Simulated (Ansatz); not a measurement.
Levels about the gap of amorphous Zr₂₀O₄₅P₂ (67 atoms in a cell of 872 Å³, 4.96 g/cm³; zone centre alone, so wide bands show as single levels with stretches between that a denser mesh fills), at the geometry that PBE relaxed, where it gives 0.9 GPa on a denser mesh. The participation number counts the atoms over which a state spreads; weights are charges in smoothed Voronoi cells. The levels come from a single point, so bond lengths are those of that geometry. Method of the levels: PBE, scalar-relativistic without spin-orbit coupling (Ansatz, a quantum-chemistry and plane-wave program). Sampling: the zone centre alone; Fermi-Dirac width 0.02 eV; no spin polarisation. At PBE the levels at the filled edge of the gap are localised (band-tail or defect states).

Preparation: random packing, a CHGNet melt and quench, and a DFT relaxation. O atoms were pushed apart under 1.9 Å during the dynamics, to hinder bonds among them. The hot cell started wider than the set density and was brought back towards it in steps. It is the lowest in DFT energy of 2 quenches. It is a model cell: composition and starting density were chosen by hand, and all elements were melted together. No dispersion term was used. Its density started from a set value of 4.96 and ended at 4.96 g/cm³. Cooling (nominally 450 K/ps over its main leg) ran many orders faster than in experiment, which tends to leave more defects and strain. Values belong to this one cell and scatter from quench to quench. The volume was held where the preparation left it and the shape relaxed, at a PBE pressure of 0.9 GPa. Stress components on the final sampling reach 1.0 GPa.

```
E - E(highest filled), eV  filling  participation number        largest on  weight O  weight Zr  weight P
-------------------------  -------  --------------------  ----------------  --------  ---------  --------
-0.31                       filled                  18.2   O, 3 neighbours      0.95       0.05      0.00
-0.22                       filled                  19.0   O, 3 neighbours      0.93       0.06      0.01
-0.20                       filled                  18.0   O, 2 neighbours      0.95       0.05      0.00
-0.13                       filled                  16.3   O, 2 neighbours      0.95       0.05      0.00
-0.13                       filled                  23.8   O, 2 neighbours      0.95       0.05      0.00
-0.07                       filled                  13.7   O, 2 neighbours      0.95       0.05      0.00
0.00                        filled                   7.0   O, 2 neighbours      0.95       0.05      0.00
3.81                         empty                  13.1  Zr, 6 neighbours      0.36       0.64      0.00
3.88                         empty                  27.7  Zr, 6 neighbours      0.35       0.65      0.00
3.96                         empty                  18.0  Zr, 6 neighbours      0.32       0.68      0.00
4.04                         empty                  23.2  Zr, 6 neighbours      0.35       0.65      0.00
4.07                         empty                  21.0  Zr, 6 neighbours      0.32       0.68      0.00
4.15                         empty                  23.8  Zr, 7 neighbours      0.32       0.67      0.01
4.24                         empty                  28.6  Zr, 7 neighbours      0.32       0.67      0.00
```

Most localised among these is the filled level at +0.00 eV, on a O atom, which has 2 neighbours (Zr 1.95 Å, Zr 2.04 Å).
